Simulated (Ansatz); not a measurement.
# A computed series for PtSe2: pressure series

Start from PtSe₂ in the CdI2 type structure (space group P-3m1, No. 164; layered).

Space group P-3m1 (No. 164); a = b = 3.7724 Å, c = 4.8183 Å, α = β = 90.00°, γ = 120.00°

```
atom  site  symmetry       x       y       z
----  ----  --------  ------  ------  ------
Pt      1a      -3m.  0.0000  0.0000  0.0000
Se      2d       3m.  0.6667  0.3333  0.2656
```

Cell and atoms are relaxed at each pressure.

The values are results of plane-wave PAW DFT at the PBE-D3(BJ) level (Ansatz, a program for electronic structure, 420 eV), spin-orbit coupling left out, not measurements.

Notes on the quantities. enthalpy: H = E + PV relative to the base's energy.

```tsv
change	shortest interatomic distance	enthalpy
base	252.6 pm	–
pressure −2 GPa	253.4 pm	-0.25 eV/atom
pressure −1 GPa	253.0 pm	-0.12 eV/atom
pressure 0.9 GPa	?	+0.11 eV/atom
pressure 2.1 GPa	251.7 pm	+0.26 eV/atom
pressure 4.5 GPa	250.8 pm	+0.54 eV/atom
pressure 9 GPa	249.1 pm	+1.05 eV/atom
pressure 15 GPa	247.1 pm	+1.71 eV/atom
pressure 22.5 GPa	245.0 pm	+2.50 eV/atom
pressure 30 GPa	243.0 pm	+3.25 eV/atom
```

**Question.** Some entries are withheld; estimate them.

**Answer.** 
- pressure 0.9 GPa, shortest interatomic distance: 252.2 pm

Load acts through the strain it causes; cell and atoms are relaxed under it. Stability against distortions was not tested. Competing high-pressure phases were not computed. All final runs are without spin polarisation.
